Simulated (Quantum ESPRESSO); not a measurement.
Worked example: self-consistent single point of MnPd (P4/mmm, 2 atoms in the cell) in Quantum ESPRESSO.

Computed with LDA (PZ), GBRV 1.5 ultrasoft (LDA) pseudopotentials (plane waves; Quantum ESPRESSO 7.5).

```xyz
2
Lattice="2.8770 0.0000 0.0000 0.0000 2.8770 0.0000 0.0000 0.0000 3.5850" Properties=species:S:1:pos:R:3 pbc="T T T"
Mn     0.0000     0.0000     0.0000
Pd     1.4385     1.4385     1.7925
```
Moments meant for the start (each program seeds them in its own way; μB, in the order of the atoms Mn Pd): 4.0 0.0.

Reference input (self-consistent single point, DFT, LDA (PZ), plane waves, GBRV 1.5 ultrasoft (LDA) pseudopotentials): ecutwfc = 50 Ry; ecutrho = 400 Ry; occupations = smearing; smearing = cold; degauss = 0.0036749 Ry; nspin = 2; potentials = {Mn: mn_lda_v1.5.uspp.F.UPF, Pd: pd_lda_v1.4.uspp.F.UPF}; K_POINTS = automatic 8 8 6 0 0 0; conv_thr = 1e-10 Ry; mixing_beta = 0.5. This run's input differs from it in these lines:

```diff
@@ -32,3 +32,3 @@
 K_POINTS {automatic}
-8 8 6  0 0 0
+8 8 6  1 1 1
 CELL_PARAMETERS {bohr}
```

Output, abridged:

```
     Self-consistent Calculation

     iteration #  1     ecut=    50.00 Ry     beta= 0.50

---- Real-time Memory Report at c_bands before calling an iterative solver
           132 MiB given to the printing process from OS
            48 MiB allocation reported by mallinfo(arena+hblkhd)
------------------

     negative rho (up, down):  3.634E-02 3.648E-02

     total energy              =    -408.12925925 Ry
     estimated scf accuracy    <       4.07112539 Ry

     total magnetization       =     2.65 Bohr mag/cell
     absolute magnetization    =     2.82 Bohr mag/cell

     iteration #  2     ecut=    50.00 Ry     beta= 0.50

   [... lines left out ...]

     total magnetization       =     4.34 Bohr mag/cell
     absolute magnetization    =     4.39 Bohr mag/cell

     iteration # 13     ecut=    50.00 Ry     beta= 0.50

---- Real-time Memory Report at c_bands before calling an iterative solver
           168 MiB given to the printing process from OS
            64 MiB allocation reported by mallinfo(arena+hblkhd)
------------------

     negative rho (up, down):  3.790E-02 3.744E-02

     Magnetic moment per site  (integrated on atomic sphere of radius R)
     atom   1 (R=0.389)  charge= 13.5578  magn=  3.8268
     atom   2 (R=0.389)  charge= 14.3787  magn=  0.3736
     End of self-consistent calculation

     the Fermi energy is    16.4589 ev

!    total energy              =    -409.97697736 Ry
     estimated scf accuracy    <          3.2E-11 Ry
     smearing contrib. (-TS)   =       0.00002543 Ry
     internal energy E=F+TS    =    -409.97700279 Ry

     total magnetization       =     4.34 Bohr mag/cell
     absolute magnetization    =     4.39 Bohr mag/cell

     convergence has been achieved in  13 iterations

     negative rho (up, down):  3.790E-02 3.744E-02

     Forces acting on atoms (cartesian axes, Ry/au):

     atom    1 type  1   force =     0.00000000    0.00000000    0.00000000
     atom    2 type  2   force =     0.00000000    0.00000000    0.00000000

     Total force =     0.000000     Total SCF correction =     0.000000

     negative rho (up, down):  3.790E-02 3.744E-02
          total   stress  (Ry/bohr**3)                   (kbar)     P=     -105.16
  -0.00058894   0.00000000   0.00000000          -86.64        0.00        0.00
   0.00000000  -0.00058894   0.00000000            0.00      -86.64        0.00
   0.00000000   0.00000000  -0.00096674            0.00        0.00     -142.21

   JOB DONE.
```

The run converged in 13 iterations. Against the reference run the free energy goes down by 5.2 meV/atom, the pressure goes from -10.71 to -10.52 GPa and the size of the net moment hardly changes (2.16 to 2.17 μB/atom).

The starting cell comes from a database of published, mostly measured structures (it also holds non-ambient and calculated ones), without a prior relaxation at this level. The magnetic order is the one reached from the typed start; others were not searched systematically.
